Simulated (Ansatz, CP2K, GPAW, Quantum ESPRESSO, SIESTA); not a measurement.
One structure in several programs: Ba (Im-3m, 1 atom in the cell)

Self-consistent single point.

```xyz
1
Lattice="-2.5599 2.5599 2.5599 2.5599 -2.5599 2.5599 2.5599 2.5599 -2.5599" Properties=species:S:1:pos:R:3 pbc="T T T"
Ba     0.0000     0.0000     0.0000
```

Shared settings, as Ansatz (a first-principles code) writes them: kpoints.mp_grid.grid = 12 12 12; scf.occupations.method = fermi_dirac; scf.occupations.width = 0.05 eV. Potentials and cutoffs stand in the table.

| code | model | pressure (GPa) | cutoff |
|---|---|---|---|
| GPAW | PBEsol, GPAW PAW datasets PBEsol (made by gpaw-setup) | -1.04 | 550 eV |
| Ansatz | PBEsol, PAW files made with PBE | -1.08 | 420 eV |
| SIESTA | GGA PBEsol, numerical atomic orbitals DZP, PseudoDojo PBEsol standard norm-conserving potentials (rewritten from UPF to PSML) | 3.40 | grid 300 Ry |
| CP2K | PBEsol, GPW, TZVP-MOLOPT-SR-GTH basis, GTH-PBE potentials (GTH_POTENTIALS) | -0.94 | grid 500 Ry |
| Quantum ESPRESSO | PBEsol, PSlibrary ultrasoft (PBE) pseudopotentials | -1.06 | 45 Ry |

The spread over the programs that give each value: pressure within 4.48 GPa.

SIESTA and CP2K use small atom-centred bases, whose incompleteness enters pressures, forces and empty levels differently from a plane-wave cutoff. Ansatz's pressure is given at a fixed set of plane waves, as the other plane-wave codes print theirs. In the pressure, SIESTA (by 4.46) lies more than 1 GPa from the median of the plane-wave programs.

The starting cell has typed, rounded lattice constants, without a prior relaxation at this level. Its lattice was rescaled by a random factor within 2.5 % of one.

Left out of this page: ABINIT (with a known weakness of the program); Elk and FLEUR (not drawn, or without a comparable value).

Keys are those of Ansatz 0.2.
